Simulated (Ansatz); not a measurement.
Base system: FeI₃ in the ReO3 type structure (space group Pm-3m, No. 221; a = 5.512 Å; ferromagnetic; a hypothetical phase, not in the database extracts checked).

The values are results of PBE in Ansatz (plane waves to 420 eV, PAW, spin-orbit coupling left out), not measurements.

Base values:

- Largest site moment = 3.24 μB
- Magnetic state = ferromagnetic
- Lattice parameter a = 5.512 Å

The change: full substitution Fe → Os, then cell and atoms are relaxed.

Tabulated Pauling electronegativity and covalent radius: Fe 1.83, 1.32 Å; Os 2.20, 1.44 Å.

Problem. Estimate the effect on the largest site moment, magnetic state and lattice parameter a.

Solution. The largest site moment decreases by 1.55 μB, from 3.24 μB to 1.69 μB; the magnetic state stays ferromagnetic; the lattice parameter a grows by 0.017 Å (5.512 Å → 5.529 Å).

Other magnetic orders, which the real material may have, were not ruled out. Stability against distortions was not tested. As relaxed here, OsI3 is a hypothetical phase, not in the database extracts checked.

Ansatz is a quantum-chemistry and plane-wave program.
